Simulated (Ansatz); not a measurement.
Here is the system:

```yaml
crystal:
  lattice:
    - [0.00000, 1.96807, 1.96807]
    - [1.96807, 0.00000, 1.96807]
    - [1.96807, 1.96807, 0.00000]
  atoms:
    - { symbol: Pt, position: [0.00000, 0.00000, 0.00000] }
```

These are PBEsol, DFPT electron-phonon coupling, linearised Boltzmann equation (plane waves, PAW, scalar-relativistic; Ansatz, a first-principles code) values and carry that method's errors. Condition of this run: hydrostatic pressure -4 GPa (the target of the relaxation). Cell: relaxed with this functional, without spin-orbit coupling, then loaded as said.

Task: What phonon-limited resistivity does this give at 300 K?

Result: 8.1 μΩ·cm.

Task: And the electrons' mean free path at that temperature?

Result: 5.8 nm, weighted by the current that each state carries. Wires not much wider than this gain resistivity from their walls.

A metal at this level (no band gap). Only scattering by harmonic phonons is included (no impurities, grain boundaries, electron-electron scattering or thermal expansion). Spin-orbit coupling is left out, which matters with elements this heavy. Halving the electron mesh (36x36x36) moves the resistivity by up to 3 % at 300 K, the mean free path by up to 6 %. Smearing 0.20 eV; phonons on a 6x6x6 q mesh, which this run doesn't test.
